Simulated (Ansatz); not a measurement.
Base system: SiC in the zinc blende structure (space group F-43m, No. 216; a = 4.357 Å). Axes: x, y, z lie along the cube axes.

Computed with Ansatz (an electronic-structure program) r2SCAN, no spin-orbit coupling, earlier PAW set.

A first run, uniaxial strain ε_xx = +1.05 %, gives secant values C11 ≈ 410 GPa and C12 ≈ 130 GPa from its stress. A second run applies uniaxial stress, 2 GPa tension along x.

Problem. What does linear elasticity predict for Young's modulus in the second run, and what does the run give?

Solution. Linear elasticity: (C11 − C12)(C11 + 2 C12)/(C11 + C12) = 350 GPa. The run gives 350 GPa; any difference comes from nonlinear terms at these strains and numerical noise.

Stability under load was not tested beyond the relaxation.
